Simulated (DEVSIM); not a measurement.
Device: Co/Si3N4/p-Si capacitor, at 250 K.

Layer 1 from the left is Si3N4, thickness (nm) 9.70. Layer 2 from the left is Si, thickness (nm) 360, Na (cm⁻³) 2.6e18.

Metal gate on the left, work function 5 eV. Fixed charge at the semiconductor interface 7.2e11 cm⁻² (in units of +e); no interface traps.

Constants are typed, rounded textbook-type inputs, not results; the design itself was drawn at random and stands for no fabricated device. Values at 300 K; Nc and Nv go as T^1.5, mobilities as T to minus their exponent, the gap by Varshni's rule with the affinity fixed.

Si3N4: gap (eV) 5.1, affinity (eV) 2.1, permittivity 7.5. Si: gap (eV) 1.124, affinity (eV) 4.05, permittivity 11.7, Nc (cm⁻³) 2.86e19, Nv (cm⁻³) 3.1e19, Varshni α (eV/K) 0.000473, Varshni β (K) 636.

DEVSIM, 1D Poisson equation in equilibrium, Boltzmann statistics, complete ionisation; no quantum confinement or tunnelling. Metal contacts follow the ideal Schottky-Mott rule: no Fermi-level pinning, no interface dipoles.

Task: What does the simulation give for the flat-band voltage, the minimum of the low-frequency capacitance?

Result: flat-band voltage -0.31 V; minimum of the low-frequency capacitance 0.289 μF/cm².
